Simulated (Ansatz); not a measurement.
Formation energy of the localised charge states of Ga vacancy + O on the N site + O on the N site + O on the N site in wurtzite GaN (start: a built cluster, 3.2 Å across; 128-site cell, 2×2×2 Γ-centred sampling) against the Fermi level, N-rich (Δμ(Ga) = -0.88 eV, Δμ(N) = 0.00 eV, Δμ(O) = -2.45 eV, bounded by beta Ga2O3; only phases computed here count, gases as isolated molecules at 0 K). Method: PBE, PAW (plane waves to 420 eV; Ansatz, a first-principles code).

Charges with a result: +1, 0, −1. Others weren't obtained, and one of them could lie lower, also by skipping a charge.

Set-up: 128-site cell; 2×2×2 Γ-centred k-points; host gap 1.71 eV; charged states image-corrected; finite-size errors of tenths of an eV; flagged in the runs: a host whose relaxation on this sampling wasn't shown to rest.

Left out: charge −1 (carrier in host band states).

```csv
E_F − E_VBM (eV),q = +1,q = 0
0.00,0.62,0.89
0.21,0.83,0.89
0.43,1.05,0.89
0.64,1.26,0.89
0.86,1.47,0.89
1.07,1.69,0.89
1.28,1.90,0.89
1.50,2.11,0.89
1.71,2.33,0.89
```

Crossings of the lowest lines: (+1/0) at 0.27 eV.
